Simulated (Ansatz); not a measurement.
**Pressure series in SiC**

The parent structure is SiC in the zinc blende structure (space group F-43m, No. 216).

```
SiC
1.0
    0.00000     2.16449     2.16449
    2.16449     0.00000     2.16449
    2.16449     2.16449     0.00000
Si C
1 1
Cartesian
  0.00000   0.00000   0.00000
  1.08225   1.08225   1.08225
```

Cell and atoms are relaxed at each pressure.

All numbers come from Kohn–Sham DFT with the LDA functional, run in Ansatz (an electronic-structure program) with PAW and 420 eV plane waves, no SOC.

Candidates:
(a) pressure −2 GPa
(b) pressure 22.5 GPa
(c) pressure 30 GPa
(d) pressure 4.5 GPa
(e) pressure 0.9 GPa

Before the change:

- Width of the top valence band: 4.79 eV

Q: Order them by width of the top valence band, highest first.

A: (c) pressure 30 GPa (5.21 eV), (b) pressure 22.5 GPa (5.12 eV), (d) pressure 4.5 GPa (4.86 eV), (e) pressure 0.9 GPa (4.80 eV), (a) pressure −2 GPa (4.75 eV)

The levels and masses belong to the bands next to the band gap. Load acts through the strain it causes; cell and atoms are relaxed under it. Stability against distortions was not tested. No other phases were tried under pressure.
